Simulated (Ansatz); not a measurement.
An Ansatz (a quantum-chemistry and plane-wave program) input (Ansatz PBEsol, no spin-orbit coupling):

Ansatz 0.2 input:
```yaml
crystal:
  lattice:
    - [4.6519999029, 0, 0]
    - [2.3259999515, 4.0287500943, 0]
    - [2.3259999515, -1.3429166981, 3.8223724979]
  atoms:
    - { symbol: Sr, position: [0, 0, 0] }
    - { symbol: Te, position: [0, 0.5, 0.5] }
basis: { ecutwfc: 420, ecutrho_ratio: 4, xc_grid: 2, fft_grid_basis: typed }
kpoints: { mp_grid: { grid: [9, 9, 9] } }
hamiltonian:
  xc: pbesol
  dispersion: none
  pseudopotentials: { kind: paw }
scf: { occupations: { method: fermi_dirac, width: 0.05 } }
relax: { f_tol: 0.005, max_steps: 50, cell: { stress_tol: 0.01, fix: [a, b, gamma] } }
output: { forces: true, stress: true }
checkpoint: { write: state.ck, write_every: 1000 }
```

Problem. Which symmetry and how many k-points will the program report, and about how many plane waves at Γ?

Solution. Space group R-3m (ITA 166) with 12 operations, k-points 85 of 729, and 1411 plane waves at Γ.

The cells carry an imposed strain or load. Stability against distortions was not tested. The cell was made from SrTe in the rock salt structure (space group Fm-3m, No. 225) by this change: biaxial strain −0.42 %, plane normal [111], relaxed out of plane.
